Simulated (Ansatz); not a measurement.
Functionals compared on Br on the 1x1 (110) surface of bcc Ta, one in a 2x2 cell, started at the site 'hollow Ta-Ta-Ta', in Ansatz (plane waves, PAW). The structure was relaxed with PBE; the other rows are single points on it, each with its references at the same level. Cutoff 420 eV (500 eV for r2SCAN).

Slab: 17 atoms, 6.8 Å thick at the start under the adsorbate (thin: gaps and levels are the slab's own); k 5x5x1, smearing 0.1 eV, dipole-corrected; 8 atoms held, the rest relaxed; held to the start's symmetry, so lower structures may exist; no spin, no spin-orbit, no U, no dispersion correction. At the end it is bonded to 4 Ta. In PBE it is, or lies within 0.03 eV of, the lowest of the starts that converged. These notes are the PBE run's. Adsorption energies are against ½ Br2(g). A negative adsorption energy means that the adsorbate is more stable on the surface than in its reference.

```json
[
 {"functional": "PBE", "adsorption energy (eV)": "-2.92", "work function of the top face (eV)": "4.14", "change of the work function (eV)": "-0.63", "rough cost of the single point": "–"},
 {"functional": "RPBE", "adsorption energy (eV)": "-2.68", "work function of the top face (eV)": "4.03", "change of the work function (eV)": "-0.63", "rough cost of the single point": "very roughly 90 core-seconds"},
 {"functional": "r2SCAN", "adsorption energy (eV)": "?", "work function of the top face (eV)": "?", "change of the work function (eV)": "?", "rough cost of the single point": "very roughly 3 core-minutes"}
]
```

Q: What belongs in the gaps?

A: 
- r2SCAN, adsorption energy (eV): -3.34
- r2SCAN, work function of the top face (eV): 4.21
- r2SCAN, change of the work function (eV): -0.67

Ansatz is a first-principles code.
